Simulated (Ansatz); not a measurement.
**LiH (model structure, within 0.1 Å of P6₃/mmc, No. 194, 4 atoms in the cell)**

These are PBEsol (PAW; Ansatz, a quantum-chemistry and plane-wave program) values and carry that method's errors.

Settings: plane-wave cutoff 520 eV, 12×12×8 k mesh (along the axes of the cell as run), Fermi–Dirac smearing 0.01 eV, scalar-relativistic PAW data made under PBE.

Cell (relaxed at this level):

```cif
data_H2Li2
_chemical_formula_sum 'Li2 H2'
_space_group_name_H-M_alt 'P 1'
_space_group_IT_number 1
_cell_length_a 3.23329
_cell_length_b 3.23329
_cell_length_c 4.04368
_cell_angle_alpha 90.000
_cell_angle_beta 90.000
_cell_angle_gamma 120.000
loop_
_space_group_symop_operation_xyz
  'x, y, z'
loop_
_atom_site_label
_atom_site_type_symbol
_atom_site_fract_x
_atom_site_fract_y
_atom_site_fract_z
_atom_site_occupancy
Li1 Li 0.66667 0.33333 0.06248 1
Li2 Li 0.33333 0.66667 0.56248 1
H1 H 0.66667 0.33333 0.56272 1
H2 H 0.33333 0.66667 0.06272 1
```

| Quantity | Result |
|---|---|
| band gap | 1.52 eV (indirect) |
| smallest direct gap on the k points sampled | 2.81 eV |

Static lattice: no zero-point or thermal effects.

A model structure was made by putting elements into a prototype or built by hand; it is no filed structure, need not be a known phase, and can be a saddle point held by its symmetry.
